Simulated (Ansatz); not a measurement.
Converging the k-point mesh at a smearing width of 0.02 eV: TiCo (P4mm, 2 atoms in the cell)

```xyz
2
Lattice="2.9810 0.0000 0.0000 0.0000 2.9810 0.0000 0.0000 0.0000 2.9810" Properties=species:S:1:pos:R:3 pbc="T T T"
Ti     0.0000     0.0000     0.0500
Co     1.4905     1.4905     1.4905
```

Method of the run: LDA (PW92), default PAW files made with PBE (plane waves; Ansatz, a first-principles code).

Base settings: basis.ecutwfc = 420 eV; kpoints.mp_grid.grid = 11 11 11; hamiltonian.xc = lda; hamiltonian.pseudopotentials = {kind: paw} (the program's default PAW files); scf.occupations.method = fermi_dirac; scf.occupations.width = 0.1 eV.

In this ladder: scf.occupations.width = 0.02 eV.

Only quantities that move along the ladder and can be compared are tabulated.

The count of work is k-points × plane waves × bands × iterations; it is no time. 

The starting cell has typed, rounded lattice constants, without a prior relaxation at this level. Its lattice was rescaled by up to half a per cent. One atom was moved a little off its site on purpose. Spin polarisation is off. In the base run, with a pressure of about -14 GPa the cell is away from its equilibrium volume at this level. Ansatz's pressure includes its estimate of the finite-basis (Pulay) stress.

| kpoints.mp_grid.grid | free energy less the last step's (meV/atom) | pressure (GPa) | largest difference of a force vector from the last step's (eV/Å) | count of work / last |
|---|---|---|---|---|
| 4 4 4 | -22.82 | -14.30 | 0.005 | 0.014 |
| 5 5 5 | 27.52 | -14.18 | 0.032 | 0.014 |
| 6 6 6 | -11.83 | -13.98 | 0.040 | 0.032 |
| 7 7 7 | 13.62 | -14.38 | 0.011 | 0.027 |
| 8 8 8 | -5.27 | -14.41 | 0.001 | 0.051 |
| 10 10 10 | -1.18 | -14.50 | 0.000 | 0.086 |
| 12 12 12 | 1.97 | -14.41 | 0.002 | 0.13 |
| 15 15 15 | -1.54 | -14.45 | 0.001 | 0.20 |
| 21 21 21 | 0.35 | -14.39 | 0.000 | 0.49 |
| 26 26 26 | 0.00 | -14.40 | 0.000 | 1.0 |

Coarsest kpoints.mp_grid.grid that holds the forces within 0.02 eV/Å of the last step, with all finer ones: 7 7 7, at 0.027 of the last step's count of work; the step before is off by 0.040 eV/Å.

Coarsest kpoints.mp_grid.grid that holds the pressure within 0.2 GPa of the last step, with all finer ones: 7 7 7, at 0.027 of the last step's count of work; the step before is off by 0.41 GPa.

Coarsest kpoints.mp_grid.grid that holds the free energy within 1 meV/atom of the last step, with all finer ones: 21 21 21; the step before is off by 1.5 meV/atom.

Keys are those of Ansatz 0.2.
